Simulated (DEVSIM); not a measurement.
Structure: Pt/SiON/p-GaSb capacitor, at 300 K.

```csv
layer (left to right),material,thickness (nm),Na (cm⁻³)
1,SiON,4.00,-
2,GaSb,2900,4.3e16
```

Metal gate on the left, work function 5.6 eV. Fixed charge at the semiconductor interface 0 cm⁻² (in units of +e); no interface traps.

This is a model device: material constants are rounded textbook-type values typed into the input, and sizes, dopings and lifetimes were drawn at random. Values at 300 K.

| parameter | SiON | GaSb |
|---|---|---|
| gap (eV) | 7 | 0.726 |
| affinity (eV) | 1.4 | 4.06 |
| permittivity | 5.5 | 15.7 |
| Nc (cm⁻³) | - | 2.1e17 |
| Nv (cm⁻³) | - | 1.8e19 |

Simulated with DEVSIM: 1D Poisson equation in equilibrium, Boltzmann statistics, complete ionisation; no quantum confinement or tunnelling. Metal contacts follow the ideal Schottky-Mott rule: no Fermi-level pinning, no interface dipoles.

The gate work function was swept, all else fixed.

```json
[
 {"gate work function (eV)": "5.3", "threshold voltage (band bending 2φF) (V)": "1.28", "flat-band voltage (V)": "0.67"},
 {"gate work function (eV)": "5.45", "threshold voltage (band bending 2φF) (V)": "1.43", "flat-band voltage (V)": "0.82"},
 {"gate work function (eV)": "5.6", "threshold voltage (band bending 2φF) (V)": "1.58", "flat-band voltage (V)": "0.97"},
 {"gate work function (eV)": "5.75", "threshold voltage (band bending 2φF) (V)": "1.73", "flat-band voltage (V)": "1.12"},
 {"gate work function (eV)": "5.9", "threshold voltage (band bending 2φF) (V)": "1.88", "flat-band voltage (V)": "1.27"}
]
```

From the first row to the last the threshold voltage (band bending 2φF) goes from 1.28 to 1.88. From the first row to the last the flat-band voltage goes from 0.67 to 1.27.
